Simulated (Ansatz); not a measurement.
## Point defect C vacancy (V_C) in 6H silicon carbide

Method: PBE, PAW (plane waves to 420 eV; Ansatz, a quantum-chemistry and plane-wave program). The supercell holds 144 host sites (3×2×1 repeats of a cell of 24 atoms), with a 2×2×1 shifted k-point sampling for the final energies. Site at the start: the C(k) site. Energies of charged states are corrected for periodic images (point charge plus alignment at distant sites). Dielectric constants: PBE linear response of the host. Host gap at this level: 2.01 eV. A cell of this size leaves errors of a few tenths of an eV. Levels are measured in PBE's own, too narrow, gap. Spin–orbit coupling is left out. Each state is the lowest found from its start.

Formation energies E_f are given with the Fermi level at the valence-band maximum. Chemical conditions: C-rich (Δμ(C) = 0.00 eV; only phases computed here count, gases as isolated molecules at 0 K); Si-rich (Δμ(C) = -0.41 eV; only phases computed here count, gases as isolated molecules at 0 K). Reference phases: C: graphite.

Charges with a result: +2, +1, 0, −1, −2. Others weren't obtained, and one of them could lie lower, also by skipping a charge.

```json
[
 {"charge": "+2", "moment (μB)": "not spin-polarised", "largest move off a lattice site (Å)": "0.16", "image correction with alignment (eV)": "0.43", "E_f, C-rich (eV)": "1.95", "E_f, Si-rich (eV)": "1.55"},
 {"charge": "+1", "moment (μB)": "1.0", "largest move off a lattice site (Å)": "0.11", "image correction with alignment (eV)": "0.08", "E_f, C-rich (eV)": "3.11", "E_f, Si-rich (eV)": "2.70"},
 {"charge": "0†", "moment (μB)": "not spin-polarised", "largest move off a lattice site (Å)": "0.24", "image correction with alignment (eV)": "0.00", "E_f, C-rich (eV)": "4.36", "E_f, Si-rich (eV)": "3.95"},
 {"charge": "−1*", "moment (μB)": "1.0", "largest move off a lattice site (Å)": "0.29", "image correction with alignment (eV)": "–", "E_f, C-rich (eV)": "–", "E_f, Si-rich (eV)": "–"},
 {"charge": "−2†", "moment (μB)": "not spin-polarised", "largest move off a lattice site (Å)": "0.61", "image correction with alignment (eV)": "0.69", "E_f, C-rich (eV)": "–", "E_f, Si-rich (eV)": "–"}
]
```

* At this level the carrier isn't localised at the defect: at charge −1 electrons occupy the conduction band. Such a state is shallow or no state of the defect, and this cell gives it no level.

† Not settled in this cell, so no level is given: charge 0: no spin-polarised start tried; charge −2: level within 0.1 eV of a band edge or past it.

Transition levels above the valence-band maximum: ε(+2/+1) = 1.15 eV. With a charge missing or unsettled, these needn't be thermodynamic levels.

Flagged in the runs: a host whose relaxation on this sampling wasn't shown to rest.

All states together cost very roughly 110 core-minutes.
